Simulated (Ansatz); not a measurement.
An Ansatz (a program for electronic structure) input (DFT with PBEsol-D3(BJ), PAW potentials and a 420 eV plane-wave cutoff in Ansatz, no SOC):

Ansatz 0.2 input:
```yaml
crystal:
  lattice:
    - [3.5547075589, 0, 0]
    - [-1.7773537795, 3.078467049, 0]
    - [0, 0, 6.1151521436]
  atoms:
    - { symbol: Ti, position: [0, 0, 0] }
    - { symbol: Te, position: [0.3333333333, 0.6666666667, 0.2778498337] }
    - { symbol: Te, position: [0.6666666667, 0.3333333333, 0.7221501663] }
basis: { ecutwfc: 420, ecutrho_ratio: 4, xc_grid: 2, fft_grid_basis: typed }
kpoints: { mp_grid: { grid: [18, 18, 10] } }
hamiltonian:
  xc: pbesol
  dispersion: d3bj
  pseudopotentials: { kind: paw }
scf: { occupations: { method: fermi_dirac, width: 0.1 }, convergence: { dr2_threshold: 0.0000000003 } }
relax: { f_tol: 0.005, max_steps: 50 }
output: { forces: true, stress: true }
checkpoint: { write: state.ck, write_every: 1000 }
```

### Question
Which symmetry and how many k-points will the program report, and about how many plane waves at Γ?

### Answer
Space group P-3m1 (ITA 164) with 12 operations, k-points 330 of 3240, and 1299 plane waves at Γ.

### Question
And the final pressure?

### Answer
3.45 GPa (compression positive).

The cells carry an imposed strain or load. No phonon test of stability was made. The final runs are not spin-polarised. The cell was made from TiTe$_{2}$ in the CdI2 type structure (space group P-3m1, No. 164; layered, stacked along the Cartesian z axis) by this change: isotropic strain −1.77 %.
